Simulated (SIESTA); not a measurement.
Input and output of a self-consistent single point for a (001) slab of Mg (cut from a parent of space group no. 166; 9 atoms in the cell) (SIESTA).

Computed with GGA PBEsol, numerical atomic orbitals DZP, PseudoDojo PBEsol standard norm-conserving potentials (rewritten from UPF to PSML) (SIESTA).

```xyz
9
Lattice="3.1758 0.0000 0.0000 -1.5879 2.7504 0.0000 0.0000 0.0000 34.4847" Properties=species:S:1:pos:R:3 pbc="T T T"
Mg     0.0000     0.0000    24.9191
Mg     0.0000     1.8336    22.3535
Mg     0.0000     0.0000    19.8079
Mg     1.5879     0.9168     9.5656
Mg     0.0000     0.0000     7.0000
Mg     1.5879     0.9168    27.4847
Mg     0.0000     1.8336    17.2423
Mg     1.5879     0.9168    14.6767
Mg     0.0000     1.8336    12.1311
```

Reference input (self-consistent single point, DFT, GGA PBEsol, numerical atomic orbitals DZP, PseudoDojo PBEsol standard norm-conserving potentials (rewritten from UPF to PSML)): XC.functional = GGA; XC.authors = PBEsol; potentials = PseudoDojo PBEsol standard; PAO.BasisSize = DZP; PAO.EnergyShift = 0.01 Ry; MeshCutoff = 300 Ry; kgrid.MonkhorstPack = 11 11 1; OccupationFunction = MP; OccupationMPOrder = 0; ElectronicTemperature = 100 meV; MaxSCFIterations = 150; SCF.Mixer.Method = Pulay. This run's input differs from it in these lines:

```diff
@@ -34,4 +34,4 @@
 %block kgrid.MonkhorstPack
-   11   0   0  0.0
-    0  11   0  0.0
+    9   0   0  0.0
+    0   9   0  0.0
     0   0   1  0.0
```

The program printed (abridged):

```
        iscf     Eharris(eV)        E_KS(eV)     FreeEng(eV)     dDmax    Ef(eV) dHmax(eV)
   scf:    1   -14497.786945   -14514.689407   -14514.703364  0.741187 -2.952349  5.672563
   scf:    2   -14501.864989   -14511.242648   -14511.253526  0.130585 -2.835471 20.962341
   scf:    3   -14515.467241   -14515.064316   -14515.079101  0.114900 -2.911245  3.628604
   scf:    4   -14515.028498   -14515.055165   -14515.069593  0.021994 -2.925147  4.541069
   scf:    5   -14512.762557   -14514.336595   -14514.350197  0.069673 -3.008923  9.288924
   [... 13 lines left out ...]
   scf:   19   -14515.231060   -14515.231060   -14515.245996  0.000041 -3.117772  0.001132
   scf:   20   -14515.231062   -14515.231061   -14515.245996  0.000061 -3.117646  0.000330
   scf:   21   -14515.231061   -14515.231061   -14515.245996  0.000016 -3.117617  0.000139
   scf:   22   -14515.231061   -14515.231061   -14515.245996  0.000003 -3.117613  0.000150
SCF Convergence by DM+H criterion
max |DM_out - DM_in|         :     0.0000029870
max |H_out - H_in|      (eV) :     0.0001504779
SCF cycle converged after 22 iterations

Using DM_out to compute the final energy and forces

siesta: E_KS(eV) =           -14515.2311

siesta: E_KS - E_eggbox =    -14515.2311

siesta: Atomic forces (eV/Ang):
     1    0.000001   -0.000001   -0.106249
     2    0.000022   -0.000012   -0.019848
     3   -0.000018    0.000011    0.002438
     4   -0.000010    0.000006    0.106020
     5    0.000009   -0.000005   -0.195447
     6   -0.000015    0.000009    0.195453
     7    0.000025   -0.000014    0.000490
     8    0.000008   -0.000005   -0.002493
     9   -0.000010    0.000006    0.019928
   Tot    0.000011   -0.000006    0.000292
   Max    0.195453
   Res    0.060777    sqrt( Sum f_i^2 / 3N )
   [... lines left out ...]
siesta: FreeEng =    -14515.245996
siesta: Cell volume =        301.212287 Ang**3
siesta:           9.42837083          5.55696912  kBar
   [... lines left out ...]
     2    -0.011279   10.011279  Mg
     3    -0.005418   10.005418  Mg
     4     0.005399    9.994601  Mg
     5     0.009399    9.990601  Mg
     6     0.009399    9.990601  Mg
     7     0.003803    9.996197  Mg
     8    -0.005418   10.005418  Mg
     9    -0.011281   10.011281  Mg
 Total    -0.000000

siesta: Electric dipole (a.u.)  =   -0.000000   -0.000000   -0.000000
siesta: Electric dipole (Debye) =   -0.000000   -0.000000   -0.000001
```

The run converged in 22 iterations. Against the reference run the free energy goes up by 7.6 meV/atom and the largest force goes from 0.177 to 0.195 eV/Å.

The starting cell comes from a database of computed structures (which also holds hypothetical and non-ambient phases and stackings), without a prior relaxation at this level. The slab is cut from that crystal, and its faces are unrelaxed. Its lattice was rescaled by up to half a per cent. Values carry the incompleteness of an atom-centred basis.
